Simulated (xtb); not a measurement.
xtb 6.7.1, GFN1-xTB: Cc1csc(-c2ccc3c(c2)C(C)(C)c2cc(-c4ccc([Si](C)(C)C)[se]4)ccc2-3)c1, 58 atoms. The geometry is a generated start, not checked to be a minimum at this level.

| Quantity | Value |
|---|---|
| run flags | --grad |
| method | GFN1-xTB |
| --acc | 1 (default) |
| --etemp (K) | 300 (default) |
| basis functions | 194 |
| valence electrons | 152 |

One run each on 1 thread. Values of broydamp tried: 0.02, 0.05, 0.1, 0.2, 0.4 (default), 0.6, 0.8, 1.

Question: Predict the course of the SCC iterations along this series.

Answer: Fewest SCC iterations, within one of each other: 0.2 with 12, 0.4 (default) with 12, 0.6 with 13. The count rises to 19 at 0.02. All converge to one solution.

| broydamp | SCC iterations | end |
|---|---|---|
| 0.02 | 19 | same solution |
| 0.05 | 17 | same solution |
| 0.1 | 15 | same solution |
| 0.2 | 12 | same solution |
| 0.4 (default) | 12 | same solution |
| 0.6 | 13 | same solution |
| 0.8 | 14 | same solution |
| 1 | 16 | same solution |
